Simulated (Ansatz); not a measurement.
Given:

End structure of a constructed model of the (0001) surface of hcp Os, a layer of Al in place of the second plane (bottom of the slab: a bare face, its two planes held):

```xyz
6
Lattice="2.7542 0.0000 0.0000 -1.3771 2.3852 0.0000 0.0000 0.0000 27.0000" Properties=species:S:1:pos:R:3 pbc="T T T"
Os     1.3771     0.7951     8.2049
Os     0.0000     1.5902    10.3781
Os     1.3771     0.7951    12.5182
Os     0.0000     1.5902    14.6876
Al     1.3771     0.7951    16.8367
Os     0.0000     1.5902    18.8798
```

Set-up: 6 atoms, 10.6 Å thick at the start; mesh 16x16x1; 0.1 eV smearing; dipole correction on; 2 atoms held, the rest relaxed; symmetry of the start imposed; no spin, no spin-orbit, no U. It is one candidate, not shown to be the stable structure of the face.

**Question.** Estimate the work function of the top face that PBE run with Ansatz (a quantum-chemistry and plane-wave program) returns for this input.

**Answer.** 5.52 eV
